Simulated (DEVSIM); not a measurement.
Structure: illuminated Si p-on-n cell, one wavelength, at 300 K.

```
layer (left to right)  material  thickness (μm)  Nd (cm⁻³)  Na (cm⁻³)   τn (s)  τp (s)  absorption coefficient (cm⁻¹)
---------------------  --------  --------------  ---------  ---------  -------  ------  -----------------------------
1                            Si           0.550          -     7.4e18   8.5e-5  1.4e-5                            380
2                            Si             140     7.8e16          -  0.00057   0.017                            380
```

Left contact: ohmic, minority electron recombination velocity 40 cm/s. Right contact: ohmic, minority hole recombination velocity 3e6 cm/s. Voltage is applied to the left contact. Recombination: SRH at mid-gap, radiative, Auger. Gap narrowing is on: ΔEg = 6.92 meV × (l + √(l² + 0.5)), l = ln(N/1.3e17 cm⁻³), shared equally by both band edges. Light enters at the left, 3.3e16 photons cm⁻² s⁻¹, one pass, no reflection. Mobility is μmin + (μ − μmin)/(1 + (N/Nref)^α).

Constants are typed, rounded textbook-type inputs, not results; the design itself was drawn at random and stands for no fabricated device. Values at 300 K.

```csv
parameter,Si
gap (eV),1.124
affinity (eV),4.05
permittivity,11.7
Nc (cm⁻³),2.86e19
Nv (cm⁻³),3.1e19
μn (cm²/Vs),1417
μp (cm²/Vs),470
"μn,min",52
"μp,min",45
"Nref,n",9.7e16
"Nref,p",2.2e17
αn,0.68
αp,0.72
B (cm³/s),4.7e-15
Cn (cm⁶/s),2.8e-31
Cp (cm⁶/s),9.9e-32
```

DEVSIM, 1D drift-diffusion, Boltzmann statistics, complete ionisation; no tunnelling, impact ionisation, image-force lowering or self-heating.

Q: Tabulate band edges, carrier densities and field at 0.9 V on the left contact, in the dark.

A: Energies count from the Fermi level of the right contact; mesh points crowd at the junctions.

```tsv
x (μm)	Ec (eV)	Ev (eV)	n (cm⁻³)	p (cm⁻³)	field (V/cm)
0.000	0.131	-0.937	1.3e17	7.4e18	2100
0.03568	0.131	-0.937	1.3e17	7.5e18	≈ 0
0.1196	0.131	-0.937	1.3e17	7.5e18	≈ 0
0.2966	0.131	-0.937	1.3e17	7.5e18	≈ 0
0.4880	0.131	-0.937	1.3e17	7.5e18	≈ 0
0.5388	0.131	-0.937	1.3e17	7.5e18	-83
0.5652	0.104	-1.018	3.6e17	3.3e17	-3600
0.6648	0.102	-1.019	3.8e17	3.1e17	≈ 0
0.8667	0.102	-1.019	3.8e17	3.1e17	≈ 0
1.397	0.102	-1.019	3.8e17	3.0e17	≈ 0
2.752	0.103	-1.019	3.8e17	3.0e17	≈ 0
8.099	0.103	-1.018	3.7e17	2.9e17	≈ 0
19.88	0.106	-1.016	3.4e17	2.6e17	≈ 0
50.01	0.112	-1.010	2.8e17	2.0e17	≈ 0
110.8	0.131	-0.990	1.6e17	7.7e16	≈ 0
128.9	0.141	-0.980	1.1e17	3.5e16	≈ 0
136.0	0.147	-0.974	9.3e16	1.5e16	≈ 0
138.8	0.150	-0.971	8.4e16	6.1e15	12
140.1	0.152	-0.970	8.0e16	1.9e15	13
140.4	0.152	-0.969	7.9e16	7.4e14	13
140.5	0.153	-0.969	7.8e16	3.0e14	14
140.6	0.153	-0.969	7.8e16	1.0e14	37
```
